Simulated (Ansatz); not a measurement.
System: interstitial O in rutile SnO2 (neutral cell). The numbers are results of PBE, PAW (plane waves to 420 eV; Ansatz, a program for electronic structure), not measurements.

72-site cell at the relaxed PBE lattice, one k-point at (0.250, 0.250, 0.250), smearing 0.01 eV, spin-restricted, no finite-size correction. No zero-point or tunnelling terms. The charge state is imposed; whether it is stable for some Fermi level was not computed. Sites that were not tried may lie lower.

Barriers: single points on a 2×2×2 k-point mesh shifted by half a step at the bands' geometries.

The step: a concerted move, in which O travels most. Atoms about the jump, Cartesian Å from the middle of the jump, before and after:

| atom | x0 | y0 | z0 | x1 | y1 | z1 |
|---|---|---|---|---|---|---|
| O1 | -1.01 | 1.01 | -0.46 | 1.01 | -1.01 | 0.46 |
| Sn2 | -0.36 | -0.52 | 1.71 | -0.48 | -0.32 | 1.71 |
| Sn3 | -0.32 | -0.48 | -1.71 | -0.52 | -0.36 | -1.71 |
| O4 | -1.85 | 0.17 | 0.46 | -1.34 | 0.50 | 0.00 |
| O5 | 0.50 | -1.34 | 0.00 | 0.17 | -1.85 | -0.46 |
| O6 | 1.04 | 1.03 | 1.60 | 0.99 | 1.19 | 1.69 |
| O7 | 1.19 | 0.99 | -1.69 | 1.03 | 1.04 | -1.60 |
| Sn8 | 1.98 | 1.98 | -0.02 | 1.98 | 1.98 | 0.02 |
| O9 | 3.47 | 0.51 | 0.00 | 3.48 | 0.52 | 0.02 |
| O10 | 0.52 | 3.48 | -0.02 | 0.51 | 3.47 | 0.00 |
| O11 | -1.83 | -2.03 | 1.69 | -1.88 | -1.87 | 1.60 |
| O12 | -1.87 | -1.88 | -1.60 | -2.03 | -1.83 | -1.69 |

Question: Predict the transition state.

Answer: 
```csv
atom,x,y,z
O1,0.28,0.27,0.01
Sn2,-0.48,-0.47,1.70
Sn3,-0.46,-0.48,-1.70
O4,-1.75,0.40,0.00
O5,0.39,-1.76,-0.02
O6,1.09,1.10,1.85
O7,1.10,1.09,-1.85
Sn8,1.90,1.90,0.00
O9,3.41,0.48,0.00
O10,0.47,3.41,0.00
O11,-1.92,-1.92,1.62
O12,-1.93,-1.92,-1.62
```
It lies 3.44 eV above the start and 3.44 eV above the end. The saddle point's order was not checked, and it lies on a symmetry element of the cell, where a band can be held. Symmetry-equivalent saddle points exist between the same ends.
